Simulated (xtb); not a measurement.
xtb 6.7.1, GFN1-xTB: CSc1ccc2cc(-c3ccc4cc(-c5ccc6c(c5)sc5cc([Si](C)(C)C)ccc56)ccc4c3)ccc2c1, 69 atoms. The geometry is a generated start, not checked to be a minimum at this level.

| Quantity | Result |
|---|---|
| run flags | --grad |
| method | GFN1-xTB |
| --acc | 1 (default) |
| --etemp (K) | 300 (default) |
| basis functions | 234 |
| valence electrons | 190 |

One run each on 1 thread. Values of broydamp tried: 0.02, 0.05, 0.1, 0.2, 0.4 (default), 0.6, 0.8, 1.

Task: How does the count of SCC iterations change with broydamp, and where is it least?

Result: Fewest SCC iterations, within one of each other: 0.2 with 12, 0.4 (default) with 11, 0.6 with 12, 0.8 with 12. The count rises to 17 at 0.02. All converge to one solution.

```
broydamp       SCC iterations            end
-------------  --------------  -------------
0.02                       17  same solution
0.05                       16  same solution
0.1                        14  same solution
0.2                        12  same solution
0.4 (default)              11  same solution
0.6                        12  same solution
0.8                        12  same solution
1                          13  same solution
```
